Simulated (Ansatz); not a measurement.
We consider SiO2 (P4₁2₁2, No. 92), described by revPBE (Ansatz, a program for electronic structure, plane waves, PAW).

Run with plane-wave cutoff 520 eV, 8×8×6 k mesh (along the axes of the cell as run), Fermi–Dirac smearing 0.01 eV, scalar-relativistic PAW data made under PBE.

Energies at three volumes about the minimum:

| V (Å³/atom) | E − E_lowest (meV/atom) |
|---|---|
| 15.518 | 0.34 |
| 15.835 | 0.00 |
| 16.152 | 0.36 |

Question: Fit a parabola by hand: where is the minimum, and what is the bulk modulus?

Answer: Slopes: (0.00 − 0.34)/(15.835 − 15.518) = -1.073 and (0.36 − 0.00)/(16.152 − 15.835) = 1.136 meV/Å³. Curvature E″ = 2 × (1.136 − (-1.073))/(16.152 − 15.518) = 6.968 meV/Å⁶. From the middle of the first interval, the slope vanishes at V0 = 15.6765 − (-1.073)/6.968 = 15.830 Å³/atom. B = V0 E″ = 15.830 × 6.968 meV/Å³ × 0.1602 GPa per meV/Å³ = 17.7 GPa. The full Birch–Murnaghan fit to all volumes gives V0 = 15.826 Å³/atom and B0 = 17.8 GPa.

Shape and atoms are relaxed at each volume.

Note: the cell is over a tenth larger than the published one: the level's own overestimate first of all, though another phase or state, or a fault of the published cell, is possible; the bulk modulus comes from volumes at which shape and atoms were relaxed.
